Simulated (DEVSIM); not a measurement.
System: In0.52Al0.48As/In0.53Ga0.47As n-p heterojunction, at 400 K.

Layer 1 from the left is In0.52Al0.48As, thickness (μm) 0.0750, Nd (cm⁻³) 1.8e17, τn (s) 1.1e-8, τp (s) 1.1e-8. Layer 2 from the left is In0.53Ga0.47As, thickness (μm) 0.180, Na (cm⁻³) 5.3e17, τn (s) 1.1e-8, τp (s) 1.1e-8.

Left contact: ohmic. Right contact: ohmic. Voltage is applied to the left contact. Recombination: SRH at mid-gap. Mobility is constant in doping.

Constants are typed, rounded textbook-type inputs, not results; the design itself was drawn at random and stands for no fabricated device. Values at 300 K; Nc and Nv go as T^1.5, mobilities as T to minus their exponent, the gap by Varshni's rule with the affinity fixed.

In0.52Al0.48As: gap (eV) 1.45, affinity (eV) 4, permittivity 12.5, Nc (cm⁻³) 5.1e17, Nv (cm⁻³) 1.1e19, μn (cm²/Vs) 4000, μp (cm²/Vs) 75, T exponent of μn 1.5, T exponent of μp 1.5, Varshni α (eV/K) 0.00042, Varshni β (K) 180. In0.53Ga0.47As: gap (eV) 0.74, affinity (eV) 4.51, permittivity 13.9, Nc (cm⁻³) 2.1e17, Nv (cm⁻³) 7.7e18, μn (cm²/Vs) 12000, μp (cm²/Vs) 300, T exponent of μn 1.6, T exponent of μp 1.6, Varshni α (eV/K) 0.00035, Varshni β (K) 190.

Model (solved in DEVSIM): 1D drift-diffusion, Boltzmann statistics, complete ionisation; no tunnelling, impact ionisation, image-force lowering or self-heating. Band offsets follow the typed affinities; no thermionic-emission limit at abrupt steps, no polarisation charge.

What does the simulation give for the dark forward voltage at 100 A/cm², the potential step across the device at zero bias, the largest field in the device at zero bias, the dark forward voltage at 1 A/cm²?

dark forward voltage at 100 A/cm² 0.520 V; potential step across the device at zero bias 1.061 V; largest field in the device at zero bias 200000 V/cm; dark forward voltage at 1 A/cm² 0.302 V.
